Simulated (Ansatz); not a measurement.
Cost and result by functional for the adsorption energy of Cl on the 1x1 (111) surface of fcc Pt, one in a 2x2 cell, started at the site 'top Pt', in Ansatz (plane waves, PAW). Single points on the PBE structure, on one kind of machine; costs are rough ratios of the slab run's core time (references not counted) to the cheapest single point. r2SCAN's cost holds its higher cutoff (500 against 420 eV). Differences are taken against r2SCAN for comparison alone: no measured value is at hand, so the table doesn't rank accuracy.

Slab: 17 atoms, 6.9 Å thick at the start under the adsorbate (thin: gaps and levels are the slab's own); k 6x6x1, smearing 0.1 eV, dipole-corrected; 8 atoms held, the rest relaxed; symmetry of the start imposed; no spin, no spin-orbit, no U, no dispersion correction. At the end it is bonded to Pt. In PBE this state lies 0.10 eV over the lowest of the starts that converged ('bridge Pt-Pt (span 2.8 Å)'). These notes are the PBE run's. Adsorption energies are against ½ Cl2(g). A negative adsorption energy means that the adsorbate is more stable on the surface than in its reference.

| functional | relative cost | adsorption energy (eV) | less r2SCAN (eV) |
|---|---|---|---|
| RPBE | 1 | -0.82 | 0.43 |
| r2SCAN | 2 | -1.25 | 0.00 |
| PBE (the relaxed run's value) | – | -0.98 | 0.27 |

The values span 0.43 eV, while the single points' costs differ by a factor of roughly 2. Differences are of unrounded values.

Ansatz is an electronic-structure program.
